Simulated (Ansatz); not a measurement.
hcp Ho, treated with PBEsol in Ansatz (plane waves, PAW).

Run with plane-wave cutoff 520 eV, 18×18×10 k mesh (along the axes of the cell as run), Fermi–Dirac smearing 0.05 eV, spin-polarised with parallel moments, scalar-relativistic PAW data made under PBE.

Starting structure:

```xyz
2
Lattice="3.5800 0.0000 0.0000 -1.7900 3.1004 0.0000 0.0000 0.0000 5.6200" Properties=species:S:1:pos:R:3 pbc="T T T"
Ho     1.7900     1.0335     4.2150
Ho     0.0000     2.0669     1.4050
```

Problem. Into what structure does the relaxation of cell and atoms lead at this level, with the symmetry of the start kept?

Solution. The volume grows by 0.3 %; final space group P6_3/mmc.
```xyz
2
Lattice="3.5551 0.0000 0.0000 -1.7775 3.0788 0.0000 0.0000 0.0000 5.7151" Properties=species:S:1:pos:R:3 pbc="T T T"
Ho     1.7775     1.0263     4.2863
Ho     0.0000     2.0525     1.4288
```

Note: the 4f shell is treated without U or exact exchange, so its levels and filling can be wrong; the collinear magnetic order is the start's and need not be the measured one.

Ansatz is a first-principles code.
